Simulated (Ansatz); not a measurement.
Levels about the gap of amorphous B32N32H10 (74 atoms in a cell of 709 Å³, 1.88 g/cm³; zone centre alone, so wide bands show as single levels with stretches between that a denser mesh fills), at the geometry that PBE relaxed, where it gives -3.2 GPa on a denser mesh. The participation number counts the atoms over which a state spreads; weights are charges in smoothed Voronoi cells. The levels come from a single point, so bond lengths are those of that geometry. Method of the levels: r2SCAN, scalar-relativistic without spin-orbit coupling (Ansatz, an electronic-structure program). Sampling: the zone centre alone; Fermi-Dirac width 0.01 eV; collinear spin, started from moments on atoms (the moments died out). The usual formal charges leave 10 electrons over, so the level spacing at the Fermi energy parts defect or band states and needn't be the band gap. At PBE the levels at both edges of the gap are localised (band-tail or defect states), and the nearest spread-out levels lie 2.8 eV apart at the zone centre.

Preparation: random packing, a CHGNet melt and quench, and a DFT relaxation. N atoms were pushed apart under 1.9 Å during the dynamics, to hinder bonds among them. The hot cell started wider than the set density and was brought back towards it in steps. It is the lowest in DFT energy of 2 quenches. It is a model cell: composition and starting density were chosen by hand, and all elements were melted together. No dispersion term was used. Its density started from a set value of 1.88 and ended at 1.88 g/cm³. The simulated quench (nominally 730 K/ps over its main leg) is rapid and tends to freeze in more defects than a deposited or slowly cooled glass has. One small periodic cell is one sample of the glass; other quenches scatter about these values. The volume was held where the preparation left it, at a PBE pressure of -3.2 GPa (tension). Stress components on the final sampling reach 6.4 GPa. On a 2×2×2 Γ-centred mesh force components of up to 0.14 eV/Å stay, since the relaxation ran on the zone centre alone.

| E - E(highest filled), eV | filling | spin | participation number | largest on | weight N | weight B | weight H |
|---|---|---|---|---|---|---|---|
| -1.51 | filled | dn | 11.9 | N, 3 neighbours | 0.70 | 0.27 | 0.02 |
| -1.41 | filled | dn | 13.7 | N, 3 neighbours | 0.73 | 0.25 | 0.02 |
| -1.41 | filled | up | 13.7 | N, 3 neighbours | 0.73 | 0.25 | 0.02 |
| -1.29 | filled | dn | 19.0 | B, 3 neighbours | 0.62 | 0.36 | 0.03 |
| -1.29 | filled | up | 19.0 | B, 3 neighbours | 0.62 | 0.36 | 0.03 |
| 0.00 | filled | up | 8.3 | B, 3 neighbours | 0.22 | 0.72 | 0.06 |
| 0.00 | filled | dn | 8.3 | B, 3 neighbours | 0.22 | 0.72 | 0.06 |
| 1.77 | empty | up | 9.9 | B, 3 neighbours | 0.21 | 0.62 | 0.17 |
| 1.77 | empty | dn | 9.9 | B, 3 neighbours | 0.21 | 0.62 | 0.17 |
| 1.94 | empty | up | 22.5 | B, 3 neighbours | 0.28 | 0.65 | 0.07 |
| 1.94 | empty | dn | 22.5 | B, 3 neighbours | 0.28 | 0.65 | 0.07 |
| 2.09 | empty | up | 16.3 | B, 3 neighbours | 0.26 | 0.65 | 0.09 |
| 2.09 | empty | dn | 16.3 | B, 3 neighbours | 0.26 | 0.65 | 0.09 |
| 2.12 | empty | up | 17.9 | B, 3 neighbours | 0.21 | 0.73 | 0.06 |

Most localised among these is the filled level at +0.00 eV, on a B atom, which has 3 neighbours (N 1.51 Å, N 1.56 Å, B 1.58 Å).
